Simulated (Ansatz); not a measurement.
## A computed series for AlN: pressure series

Base system: AlN (space group P6_3/mmc, No. 194; a = 3.302 Å, c = 4.141 Å; a cell from a computed database, its experimental status unchecked).

Cell and atoms are relaxed at each pressure.

Computed with Ansatz (a first-principles code), PBEsol, PAW, cutoff 420 eV, no spin-orbit coupling.

```
P (GPa)  V (Å³/atom)
-------  -----------
-2.00          9.867
-1.00          9.820
0.30           9.759
0.70           9.741
1.48           9.706
3.00           9.639
5.00           9.555
7.50           9.455
10.00          9.360
```

Problem. Fit a third-order Birch–Murnaghan equation of state.

Solution. Least squares on P(V) = (3B₀/2)[(V₀/V)^(7/3) − (V₀/V)^(5/3)]·[1 + (3/4)(B₀′ − 4)((V₀/V)^(2/3) − 1)] gives V₀ = 9.77 Å³/atom, B₀ = 212 GPa and B₀′ = 4.1.

Between the base and pressure 10 GPa the gap moves from 3.32 eV to 3.65 eV, a mean slope of 33 meV/GPa.

Load acts through the strain it causes; cell and atoms are relaxed under it. Stability against distortions was not tested. No other phases were tried under pressure. This is not the structure that AlN has at room temperature and ambient pressure.
